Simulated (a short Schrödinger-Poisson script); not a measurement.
Stack: single In0.4Ga0.6As/GaAs quantum well.

| layer | material | thickness (nm) |
|---|---|---|
| 1 | GaAs | 20 |
| 2 | In0.4Ga0.6As | 2 |
| 3 | GaAs | 20 |

Constants are typed, rounded textbook-type inputs, not results; the design itself was drawn at random and stands for no fabricated device. In0.4Ga0.6As: direct gap (eV) 1.024, conduction-band edge (eV) 0, electron mass (mₑ) 0.051, heavy-hole mass 0.37, light-hole mass 0.08. GaAs: direct gap (eV) 1.424, conduction-band edge (eV) 0.26, electron mass (mₑ) 0.067, heavy-hole mass 0.377, light-hole mass 0.09.

The valence-band edge of each layer lies one gap below its conduction-band edge. The electron's potential energy rises along the stack by the applied field. Mesh 0.03 nm at interfaces.

Problem. Estimate e1 and hh1 for infinitely high walls at zero field, and compare with the finite well.

Solution. ħ²π²/(2mL²) gives 1843.3 meV for the electron and 254.1 meV for the heavy hole. The finite well gives 186.8 and 66.7 meV, 0.10 and 0.26 of the estimates, as the states reach into the barriers (54 % of e1 lies outside the well).

From a short Schrödinger-Poisson script (our own, NumPy): one-band effective-mass equation with BenDaniel-Duke matching, electrons, heavy and light holes apart, hard walls at the outer ends, one valence edge for both holes (no strain splitting), no charge, excitons, band mixing or non-parabolicity; under a field the levels are quasi-bound states of a box, listed while three quarters of their weight lies within 4 nm of the wells.
